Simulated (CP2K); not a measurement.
CP2K run on Pb (Fm-3m, 1 atom in the cell): self-consistent single point

Level of theory: PBE, GPW, DZVP-MOLOPT-SR-GTH basis, GTH-PBE potentials (GTH_POTENTIALS) (CP2K).

The input file:

```
&GLOBAL
  PROJECT run
  RUN_TYPE ENERGY_FORCE
  PRINT_LEVEL LOW
&END GLOBAL
&FORCE_EVAL
  METHOD Quickstep
  STRESS_TENSOR ANALYTICAL
  &DFT
    BASIS_SET_FILE_NAME BASIS_MOLOPT
    POTENTIAL_FILE_NAME GTH_POTENTIALS
    &QS
      METHOD GPW
      EPS_DEFAULT 1E-10
    &END QS
    &MGRID
      CUTOFF 400
      REL_CUTOFF 50
      NGRIDS 5
    &END MGRID
    &SCF
      SCF_GUESS ATOMIC
      EPS_SCF 1E-6
      MAX_SCF 100
      ADDED_MOS 4
      &DIAGONALIZATION
        ALGORITHM STANDARD
      &END DIAGONALIZATION
      &MIXING
        METHOD BROYDEN_MIXING
        ALPHA 0.2
        NBUFFER 12
      &END MIXING
      &SMEAR ON
        METHOD FERMI_DIRAC
        ELECTRONIC_TEMPERATURE [K] 1160.45
      &END SMEAR
    &END SCF
    &KPOINTS
      SCHEME MONKHORST-PACK 13 13 13
    &END KPOINTS
    &XC
      &XC_FUNCTIONAL PBE
      &END XC_FUNCTIONAL
    &END XC
    &PRINT
      &MO
        EIGENVALUES T
        OCCUPATION_NUMBERS T
        NDIGITS 8
        FILENAME mo
        &EACH
          QS_SCF 0
        &END EACH
        ADD_LAST NUMERIC
      &END MO
      &MULLIKEN OFF
      &END MULLIKEN
    &END PRINT
  &END DFT
  &SUBSYS
    &CELL
      A 3.46849200 0.00000000 0.00000000
      B 1.73424600 3.00380200 0.00000000
      C 1.73424600 1.00126700 2.83201200
      PERIODIC XYZ
    &END CELL
    &COORD
      Pb       0.00000000     0.00000000     0.00000000
    &END COORD
    &KIND Pb
      BASIS_SET DZVP-MOLOPT-SR-GTH-q4
      POTENTIAL GTH-PBE-q4
    &END KIND
  &END SUBSYS
  &PRINT
    &FORCES ON
    &END FORCES
    &STRESS_TENSOR ON
    &END STRESS_TENSOR
  &END PRINT
&END FORCE_EVAL
```

The program printed (abridged):

```
 GLOBAL| Method name                                                        CP2K
 GLOBAL| Project name                                                        run
 GLOBAL| Run type                                                   ENERGY_FORCE

 TOTAL NUMBERS AND MAXIMUM NUMBERS

  Total number of            - Atomic kinds:                                   1
                             - Atoms:                                          1
                             - Shell sets:                                     1
                             - Shells:                                         5
                             - Primitive Cartesian functions:                  5
                             - Cartesian basis functions:                     14
                             - Spherical basis functions:                     13

  Maximum angular momentum of- Orbital basis functions:                        2
                             - Local part of the GTH pseudopotential:          0
                             - Non-local part of the GTH pseudopotential:      4

 SCF PARAMETERS         Density guess:                                    ATOMIC
                        max_scf:                                             100
                        max_diis:                                              4
                        eps_scf:                                        1.00E-06
                        eps_diis:                                       1.00E-01
                        eps_eigval:                                     1.00E-05
                        level_shift [a.u.]:                             0.000000
                        added MOs                                         4    0
                        Mixing method:                            BROYDEN_MIXING
                                                charge density mixing in g-space
                        Smear method:                                FERMI_DIRAC
                        Electronic temperature [K]:                       1160.5
                        Electronic temperature [a.u.]:                  3.67E-03
                        Accuracy threshold:                             1.00E-10
                        No outer SCF

 Extrapolation method: initial_guess

 Number of electrons:                                                          4
 Number of occupied orbitals:                                                  2
 Number of molecular orbitals:                                                 6

 Number of orbital functions:                                                 13
 Number of independent orbital functions:                                     13

 SCF WAVEFUNCTION OPTIMIZATION

  Step     Update method      Time    Convergence         Total energy    Change
     1 NoMix/Diag. 0.20E+00      -     0.21182739        -3.6254845670 -3.63E+00
     2 Broy./Diag. 0.20E+00      -     0.00139324        -3.6074616228  1.80E-02
     3 Broy./Diag. 0.20E+00      -     0.00666296        -3.5761428129  3.13E-02
     4 Broy./Diag. 0.20E+00      -     0.00003131        -3.5749694636  1.17E-03
     5 Broy./Diag. 0.20E+00      -     0.00009293        -3.5743989880  5.70E-04
     6 Broy./Diag. 0.20E+00      -     0.00000026        -3.5743610345  3.80E-05

  *** SCF run converged in     6 steps ***

  Electronic density on regular grids:         -4.0000000000        0.0000000000
  Core density on regular grids:                3.9999999980       -0.0000000020
  Total charge density on r-space grids:       -0.0000000020
  Total charge density g-space grids:          -0.0000000020

  Overlap energy of the core charge distribution:               0.00000000000090
  Self energy of the core charge distribution:                 -7.30933873422194
  Core Hamiltonian energy:                                      1.49307348941625
  Hartree energy:                                               3.25696601821796
  Exchange-correlation energy:                                 -1.01446149284847
  Electronic entropic energy:                                  -0.00060031511179
  Fermi energy:                                                 0.17637784714357

  Total energy:                                                -3.57436103446656
  Total energy (extrapolated to T->0):                         -3.57406087691067

 ENERGY| Total FORCE_EVAL ( QS ) energy [hartree]             -3.574357814955848

 FORCES| Atomic forces [hartree/bohr]
 FORCES|   Atom     x               y               z               |f|
 FORCES|      1 -1.06496533E-15 -5.84984946E-16 -2.56675260E-15   2.83981997E-15
 FORCES| Sum    -1.06496533E-15 -5.84984946E-16 -2.56675260E-15
 FORCES| Total atomic force                                       2.83981997E-15

 STRESS| Analytical stress tensor [bar]
 STRESS|                        x                   y                   z
 STRESS|      x        4.10060734848E+04   3.40194989108E-03   2.40554566738E-03
 STRESS|      y        3.40194989108E-03   4.10060536797E+04   1.22763399869E-02
 STRESS|      z        2.40554566738E-03   1.22763399869E-02   4.10060395630E+04
 STRESS| 1/3 Trace                                             4.10060555758E+04
```

The run converged in 6 iterations.

The starting cell comes from a database of computed structures (which also holds hypothetical and non-ambient phases and stackings), without a prior relaxation at this level. Its lattice was rescaled by a random factor within 2.5 % of one. Values carry the incompleteness of an atom-centred basis. With a pressure of about 4 GPa the cell is away from its equilibrium volume at this level.
